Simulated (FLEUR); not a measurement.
**Equation of state of AlB2-type HfB2 (space group 191): energy against volume (FLEUR, PBE)**

```yaml
crystal:
  lattice:
    - [3.08417, 0.00000, 0.00000]
    - [-1.54208, 2.67097, 0.00000]
    - [0.00000, 0.00000, 3.41812]
  atoms:
    - { symbol: Hf, position: [0.00000, 0.00000, 0.00000] }
    - { symbol: B, position: [0.66667, 0.33333, 0.50000] }
    - { symbol: B, position: [0.33333, 0.66667, 0.50000] }
```

Method of the run: PBE, all-electron FLAPW (FLEUR), scalar-relativistic valence in FLEUR. Settings: Kmax = 4.45 1/bohr; GmaxXC = 15.6 1/bohr; xcFunctional = pbe; jspins = 1; l_soc = F; mode = hist; fermiSmearingEnergy = 0.00183747 Htr; mesh (inpgen div1-3) = 21 21 17; inpgen gamma flag = false; Gmax = 15.6 1/bohr; numbands = 0; maxIterBroyd = 40; imix = Anderson; alpha = 0.05; precondParam = 0; minDistance = 1e-05 me/bohr^3. The cell above is the first row's. The rows scale it uniformly. In all rows fractional positions and the k mesh are held. E is the free energy at the stated smearing, counted from the lowest row.

```csv
V (Å^3/atom),E (meV/atom)
9.3858,?
9.5899,11.99
9.7939,2.44
9.9980,0.00
10.2020,3.98
10.4060,13.78
10.6101,28.86
10.8141,48.70
11.0182,72.88
```

Taking the third-order Birch-Murnaghan form, a cubic in V^(-2/3) for E over the 8 complete rows: With u = V^(-2/3) - 0.211, the rows have u = 0.010543, 0.007455, 0.004472, 0.001590, -0.001197, -0.003897, -0.006510, -0.009043. Least squares gives E = 8.854 - 3663.23·u + 376838·u² - 111283·u³. Residuals (row less fit): 0.000, -0.002, 0.002, -0.002, 0.001, 0.001, -0.003, 0.001; standard error 0.002 (degrees of freedom: 4). Its minimum lies at u = 0.004871, so V0 = (0.215871)^(-3/2) = 9.970. There d²E/du² = 750400 and d³E/du³ = -667700, so B0 = (4/9) × 9.970^(-7/3) × 750400 × 0.160218 = 250 GPa (the last factor turns the table's units into GPa), and B0' = 4 + (2/3) × 0.215871 × (-667700)/750400 = 3.9.

Problem. Predict the withheld E at V = 9.3858 from the fit, and compare with the calculation.

Solution. u = 0.013743, so E = 8.854 - 3663.23 × 0.013743 + 376838 × 0.013743² - 111283 × 0.013743³ = 29.395 meV/atom. The calculation gives 29.39 meV/atom, which the fit meets to the printed digits. The row lies outside the fitted rows, so this is an extrapolation. From the scatter of the fitted rows alone, a prediction at this place has a standard error of 0.007 meV/atom, so the miss is 0.8 times that.

Carrying the step between the two nearest rows on in a straight line would have given 21.54, off by 7.85; series whose last step already gives the withheld value aren't shown. The scan was laid around a cell of about the measured size, scaled by a guess for this functional; axis ratios and inner coordinates come from that cell. The runs keep the symmetry of the cell, so they don't test it for distortions. Values depend on the basis (sphere radii, cutoffs, local orbitals), which need not be converged. Spin-orbit coupling is off. The shape of the cell and the inner coordinates aren't relaxed, so V0 and B0 belong to this uniform scaling; a relaxed crystal lies no higher in energy and is usually softer. Cutoffs and mesh are single choices, not tested for convergence of this quantity. Series with a scatter that would blur these digits, or in which a gap closes, are not shown. Nor are scans whose minimum lies at an end fitted in this form.
